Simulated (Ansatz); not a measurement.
## SrAlO₂F (model structure, started from the SrVO2H type, P4/mmm, No. 123, 5 atoms in the cell)

The numbers are results of PBE0 in Ansatz (PAW), not measurements.

Numerical settings: plane-wave cutoff 460 eV, 6×6×6 k mesh, Fermi–Dirac smearing 0.01 eV, scalar-relativistic PAW data made under PBE.

Cell (relaxed with PBEsol):

AlSrFO2 is taken in the tetragonal space group P4/mmm (No. 123), Pearson symbol tP5. Conventional cell: a = 3.7760 Å, b = 3.7760 Å, c = 3.8126 Å, α = 90.00°, β = 90.00°, γ = 90.00°. Sr on 1d is coordinated by 4 F at 2.670 Å and 8 O at 2.683 Å (cuboctahedral). Al on 1a is surrounded by 4 O at 1.888 Å and 2 F at 1.906 Å (octahedral). O on 2f is surrounded by 2 Al at 1.888 Å and 4 Sr at 2.683 Å (octahedral). F on 1b is surrounded by 2 Al at 1.906 Å and 4 Sr at 2.670 Å (octahedral). (Neighbours: up to the widest gap in distance over summed covalent radii, below 1.35, at either atom; cation-cation and far metal-metal contacts left out.)

```
Property                                                          Result
-------------------------------------------  ---------------------------
band gap                                     6.14 eV (on the SCF k mesh)
smallest direct gap on the k points sampled                      7.04 eV
direct gap at Γ                                                  7.06 eV
```

Note: the relaxation could raise the start's symmetry but not lower it, so the cell can be a saddle point; cell and atoms aren't relaxed at this level (pressure 0.3 GPa).

Spin–orbit coupling is not included.

Static lattice: no zero-point or thermal effects.

A model structure was made by putting elements into a prototype or built by hand; it is no filed structure, need not be a known phase, and can be a saddle point held by its symmetry.

Ansatz is a first-principles code.
